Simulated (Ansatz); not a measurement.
# A short convergence ladder for LaS (Fm-3m, 2 atoms in the cell)

```xyz
2
Lattice="0.0000 2.9504 2.9504 2.9504 0.0000 2.9504 2.9504 2.9504 0.0000" Properties=species:S:1:pos:R:3 pbc="T T T"
La     0.0000     0.0000     0.0000
S      2.9504     2.9504     2.9504
```

Base method: PBEsol, default PAW files made with PBE (plane waves; Ansatz, a quantum-chemistry and plane-wave program).

Base settings: basis.ecutwfc = 30.9 Ry; kpoints.mp_grid.grid = 10 10 10; hamiltonian.xc = pbesol; hamiltonian.pseudopotentials = {kind: paw} (the program's default PAW files); scf.occupations.method = gaussian; scf.occupations.width = 0.0073 Ry.

The count of work is k-points × plane waves × bands × iterations; it is no time. 

**The cutoff for other potential files**

Level: DFT, PBEsol, plane waves, harder PAW files (source: ansatz) made with PBE.

In this ladder: hamiltonian.pseudopotentials = {kind: paw, source: ansatz}.

The second cell is the first with its lattice scaled by 0.98.

The mesh stays at the base's, so the ladder's end is converged at best in this setting alone.

The first pressure column holds Ansatz's estimate of the finite-basis (Pulay) stress, which hides part of the cutoff error; the other is without it.

Only quantities that move along the ladder and can be compared are tabulated.

```tsv
basis.ecutwfc	free energy less the last step's (meV/atom)	energy of the compressed cell less the first (meV/atom)	pressure (GPa)	pressure without the Pulay estimate (GPa)	count of work / last
19.8 Ry	223.59	-18.83	-4.36	-10.58	0.11
24.3 Ry	45.13	-16.03	-4.08	-5.73	0.15
30.9 Ry	3.06	-14.39	-3.89	-4.07	0.20
37.5 Ry	0.27	-14.25	-3.87	-3.88	0.28
44.1 Ry	0.14	-14.24	-3.87	-3.88	0.34
52.9 Ry	0.07	-14.24	-3.87	-3.88	0.45
66.1 Ry	0.04	-14.25	-3.87	-3.88	0.64
88.2 Ry	0.00	-14.25	-3.88	-3.88	1.0
```

Coarsest basis.ecutwfc that holds the energy of the compressed cell less the first within 2 meV/atom of the last step, with all finer ones: 24.3 Ry, at 0.15 of the last step's count of work; the step before is off by 4.6 meV/atom.

Coarsest basis.ecutwfc that holds the pressure without the Pulay estimate within 1 GPa of the last step, with all finer ones: 30.9 Ry, at 0.20 of the last step's count of work; the step before is off by 1.9 GPa.

Coarsest basis.ecutwfc that holds the free energy within 0.5 meV/atom of the last step, with all finer ones: 37.5 Ry, at 0.28 of the last step's count of work; the step before is off by 3.1 meV/atom.

The energy difference between the two cells stays within 1 meV/atom of the last step's from 30.9 Ry on, the total only from 37.5 Ry on: much of the error is common to both cells and cancels.

At the lowest cutoff the pressure without the Pulay estimate lies 6.7 GPa under the last step's, the usual sign of Pulay stress in an incomplete plane-wave basis.

On the base run: the starting cell comes from a database of computed structures (which also holds hypothetical and non-ambient phases and stackings), without a prior relaxation at this level. Its lattice was rescaled by up to half a per cent. In the base run, with a pressure of about -4 GPa the cell is away from its equilibrium volume at this level.

Keys are those of Ansatz 0.2.
